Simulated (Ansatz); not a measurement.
Take InPd in the CsCl type structure (space group Pm-3m, No. 221; a = 3.248 Å; relaxed with 0.1 eV smearing) as the base. Axes: x, y, z lie along the cube axes.

Method: Ansatz (a first-principles code), PBEsol, PAW, cutoff 420 eV, scalar-relativistic without spin-orbit coupling.

Perturbation: biaxial strain −2.00 %, plane normal [001], relaxed out of plane (Cartesian); in-plane vectors clamped, the third vector and the atoms free.

### Question
How does this affect the out-of-plane strain?

### Answer
The out-of-plane strain comes out as +3.43 %.

### Question
How does this affect the energy relative to the base?

### Answer
The energy rises by 3.0 meV/atom.

Stability against distortions was not tested. All final runs are without spin polarisation.
